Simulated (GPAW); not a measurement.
Short convergence ladders for AlRh (P4mm, 2 atoms in the cell)

```yaml
crystal:
  lattice:
    - [2.99221, 0.00000, 0.00000]
    - [0.00000, 2.99221, 0.00000]
    - [0.00000, 0.00000, 2.99221]
  atoms:
    - { symbol: Al, position: [0.00000, 0.00000, 0.01671] }
    - { symbol: Rh, position: [0.50000, 0.50000, 0.50000] }
```

Base method: LDA (Perdew-Wang 92), GPAW PAW datasets LDA (gpaw-data 1.0.1) (plane waves; GPAW 25.7.0).

Base settings: mode = pw; ecut = 600 eV; xc = LDA; kpts = 5 5 5; mesh shift (steps) = 0 0 0; occupations.name = methfessel-paxton; occupations.width = 0.1 eV; occupations.order = 0; nbands = -8; convergence.density = 1e-05 e/electron.

The count of work is k-points × plane waves × bands × iterations; it is no time. 

**Shifted k-point meshes**

In this ladder: kpts_shift = 0.5 0.5 0.5.

Only quantities that move along the ladder and can be compared are tabulated.

```tsv
kpts	free energy less the last step's (meV/atom)	pressure (GPa)	largest difference of a force vector from the last step's (eV/Å)	count of work / last
2 2 2	-964.41	-25.14	0.042	0.00096
4 4 4	-51.11	-8.49	0.015	0.0055
6 6 6	-6.95	-7.30	0.001	0.018
8 8 8	-1.80	-6.99	0.001	0.039
10 10 10	2.73	-7.09	0.002	0.087
24 24 24	0.00	-7.10	0.000	1.0
```

Coarsest kpts that holds the free energy within 5 meV/atom: not settled: the last two steps still differ by 2.7 meV/atom, over half the tolerance, so the ladder does not show it.

Coarsest kpts that holds the pressure within 0.05 GPa of the last step, with all finer ones: 10 10 10, at 0.087 of the last step's count of work; the step before is off by 0.11 GPa.

Coarsest kpts that holds the forces within 0.01 eV/Å of the last step, with all finer ones: 6 6 6, at 0.018 of the last step's count of work; the step before is off by 0.015 eV/Å.

**The width of Fermi-Dirac smearing**

In this ladder: kpts = 8 8 8; occupations.name = fermi-dirac; occupations.order = default.

Narrow widths need finer meshes than wide ones, so the last steps can hold mesh noise.

Only quantities that move along the ladder and can be compared are tabulated; pressure and forces are left out, as mesh noise rules them at narrow widths.

```csv
occupations.width,free energy less the last step's (meV/atom),energy extrapolated to zero width less the last step's (meV/atom)
1 eV,-702.44,88.00
0.5 eV,-138.96,17.66
0.3 eV,-43.62,-1.84
0.1 eV,0.00,0.00
```

Widest occupations.width that holds the energy extrapolated to zero width within 2 meV/atom: not settled: the last two steps still differ by 1.8 meV/atom, over half the tolerance, so the ladder does not show it.

Widest occupations.width that holds the free energy within 5 meV/atom: not settled: the last two steps still differ by 44 meV/atom, over half the tolerance, so the ladder does not show it.

The extrapolation to zero width removes most of the smearing's effect on the energy.

**The SCF threshold**

Moved along: convergence.energy, convergence.eigenstates.

The mesh stays at the base's, so the ladder's end is converged at best in this setting alone.

Only quantities that move along the ladder and can be compared are tabulated.

| convergence.density | pressure (GPa) | largest difference of a force vector from the last step's (eV/Å) | count of work / last |
|---|---|---|---|
| 0.004 e/electron | -7.07 | 0.012 | 0.26 |
| 0.001 e/electron | -7.05 | 0.004 | 0.28 |
| 0.0004 e/electron | -7.16 | 0.002 | 0.38 |
| 4e-05 e/electron | -7.14 | 0.000 | 0.51 |
| 1e-05 e/electron | -7.14 | 0.000 | 0.47 |
| 4e-06 e/electron | -7.14 | 0.000 | 0.68 |
| 1e-07 e/electron | -7.14 | 0.000 | 1.0 |

Coarsest convergence.density that holds the forces within 0.005 eV/Å of the last step, with all finer ones: 0.001 e/electron, at 0.28 of the last step's count of work; the step before is off by 0.012 eV/Å.

Coarsest convergence.density that holds the pressure within 0.05 GPa of the last step, with all finer ones: 0.0004 e/electron, at 0.38 of the last step's count of work; the step before is off by 0.09 GPa.

On the base run: the starting cell comes from a database of computed structures (which also holds hypothetical and non-ambient phases and stackings), without a prior relaxation at this level. Its lattice was rescaled by up to half a per cent. One atom was moved a little off its site on purpose. Spin polarisation is off. In the base run, with a pressure of about -7 GPa the cell is away from its equilibrium volume at this level. Without a gap this mesh is coarse (it stands for a supercell whose shortest vector is 15 Å).

Left out of this page: 2 runs of the series outside the window shown, repeating another row's setting, or not comparable; 1 run of the series failed or unconverged.
